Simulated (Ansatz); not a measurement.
Cubic perovskite KCdF3 was calculated with rVV10 (Ansatz, a quantum-chemistry and plane-wave program, PAW).

Run with plane-wave cutoff 520 eV, 8×8×8 k mesh, Fermi–Dirac smearing 0.01 eV, scalar-relativistic PAW data made under PBE.

Response to compression and expansion:

```
V (Å³/atom)  P (GPa)  direct gap at Γ (eV)  smallest gap on the k mesh (eV)
-----------  -------  --------------------  -------------------------------
16.336          4.40                 4.900                            2.905
16.684          2.76                 4.760                            2.898
17.031          1.30                 4.625                            2.889
17.379          0.01                 4.495                            2.878
17.727         -1.15                 4.371                            2.865
18.074         -2.17                 4.250                            2.850
18.422         -3.09                 4.134                            2.833
```

The fundamental gap (2.88 eV at the equilibrium volume, with added k points) lies elsewhere than Γ–Γ.

Note: the relaxation could not lower the start's symmetry, so the cell can be a saddle point above a distorted one.

Spin–orbit coupling is not included.
